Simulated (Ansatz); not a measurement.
## Migration barriers: interstitial O in rock-salt TiN, neutral cell

Defect: interstitial O in rock-salt TiN, neutral cell. Computed with PBE, PAW (plane waves to 420 eV; Ansatz, a quantum-chemistry and plane-wave program).

Settings: 64 host sites, the relaxed PBE lattice, a 3×3×3 k-point mesh shifted by half a step, smearing 0.10 eV, spin-restricted, no image-charge correction. Static, classical nuclei. Sites that were not tried may lie lower.

Barriers: single points on a 4×4×4 k-point mesh shifted by half a step at the bands' geometries.

| Route | Start site over the lowest site run (eV) | Hop (Å) | Forward barrier (eV) | Backward barrier (eV) | Neighbours at the start | Neighbours at the saddle | Saddle order | Forward, on the band's own sampling (eV) |
|---|---|---|---|---|---|---|---|---|
| a concerted move, in which O travels most | 0.00 | 2.12 | 1.77 | 1.77 | 4 N at 2.14; 4 Ti at 1.91 Å | N at 1.84, N at 2.23; 2 Ti at 1.84, Ti at 2.02, Ti at 2.35 Å | not checked, on a symmetry element | 1.76 |

Paths come from nudged elastic bands with a climbing image.  A band can be held on a symmetry element, so unchecked saddle points there may be too high. A further band (a concerted move, in which N travels most (a rearrangement that moves the defect's centre by under 1 Å), 0.78 Å) gave 0.020 eV forward on its own sampling, 0.53 eV above the lowest site run, but it is nearly flat, so it is not taken as a result.

The whole set of runs took about 14 core-hours (a rough figure).
